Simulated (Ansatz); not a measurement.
## Pressure series in ZrB2

Consider ZrB2 (space group P6/mmm, No. 191; a = 3.1551 Å, c = 3.5060 Å).

Cell and atoms are relaxed at each pressure.

Computed with PBEsol (Ansatz, a program for electronic structure; PAW; 420 eV plane waves; scalar-relativistic without spin-orbit coupling).

```tsv
P (GPa)	V (Å³/atom)
-1.99	10.157
-0.99	10.115
0.89	10.040
2.10	9.992
4.49	9.902
9.00	9.741
15.00	9.545
22.50	9.325
30.00	9.126
```

A third-order Birch–Murnaghan fit to these points gives V₀ = 10.08 Å³/atom, B₀ = 250 GPa and B₀′ = 3.9. At pressure 30 GPa the volume is 90.6 % of V₀.

Load acts through the strain it causes; cell and atoms are relaxed under it. Stability against distortions was not tested. Competing high-pressure phases were not computed. All final runs are without spin polarisation.
